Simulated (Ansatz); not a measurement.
Functionals compared on the (20-21) surface of hcp Cd in its 1x1 cell, outermost plane spacing 0.21 Å in the ideal cut, in Ansatz (plane waves, PAW). The structure was relaxed with PBE; the other rows are single points on it, each with its references at the same level. Cutoff 420 eV (500 eV for r2SCAN).

Set-up: 18 atoms, 10.5 Å thick at the start (thin: gaps and levels are the slab's own); mesh 12x4x1; 0.1 eV smearing; dipole correction on; all atoms relaxed; held to the part of the start's symmetry that mesh and held atoms allow; no spin, no spin-orbit, no U. These notes are the PBE run's.

| functional | surface energy (J/m²) | work function of the top face (eV) | rough cost of the single point |
|---|---|---|---|
| PBE | 0.31 | 3.92 | – |
| LDA | ? | ? | very roughly 9 core-minutes |
| PBEsol | 0.50 | 4.02 | around 9 core-minutes (rough) |
| RPBE | 0.16 | 3.76 | very roughly 8 core-minutes |
| r2SCAN | 0.44 | 3.97 | about 17 core-minutes (a rough figure) |

Fill in the missing entries.


- LDA, surface energy (J/m²): 0.58
- LDA, work function of the top face (eV): 4.25

Ansatz is a quantum-chemistry and plane-wave program.
